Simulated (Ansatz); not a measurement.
# BN, pressure series

Take BN in the zinc blende structure (space group F-43m, No. 216) as the base.

```cif
data_B4N4
_chemical_formula_sum 'B4 N4'
_space_group_name_H-M_alt 'F-43m'
_space_group_IT_number 216
_space_group_name_Hall 'F -4 2 3'
_cell_length_a 3.58054
_cell_length_b 3.58054
_cell_length_c 3.58054
_cell_angle_alpha 90.000
_cell_angle_beta 90.000
_cell_angle_gamma 90.000
loop_
_atom_site_label
_atom_site_type_symbol
_atom_site_symmetry_multiplicity
_atom_site_Wyckoff_symbol
_atom_site_fract_x
_atom_site_fract_y
_atom_site_fract_z
_atom_site_occupancy
B1 B 4 a 0.00000 0.00000 0.00000 1
N1 N 4 d 0.75000 0.75000 0.75000 1
```
(The calculation used a cell of 2 atoms; values per cell refer to that cell.)

Cell and atoms are relaxed at each pressure.

Computed with LDA (Ansatz, a first-principles code; PAW; 420 eV plane waves; no spin-orbit coupling).

Candidates:
(a) pressure 15 GPa
(b) pressure 30 GPa
(c) pressure 2.1 GPa
(d) pressure 4.5 GPa
(e) pressure 22.5 GPa

Before the change:

- Smallest direct gap = 8.83 eV

Order them by smallest direct gap, lowest first.

(c) pressure 2.1 GPa (8.85 eV), (d) pressure 4.5 GPa (8.88 eV), (a) pressure 15 GPa (8.99 eV), (e) pressure 22.5 GPa (9.07 eV), (b) pressure 30 GPa (9.14 eV)

Load acts through the strain it causes; cell and atoms are relaxed under it. No phonon test of stability was made. No other phases were tried under pressure.
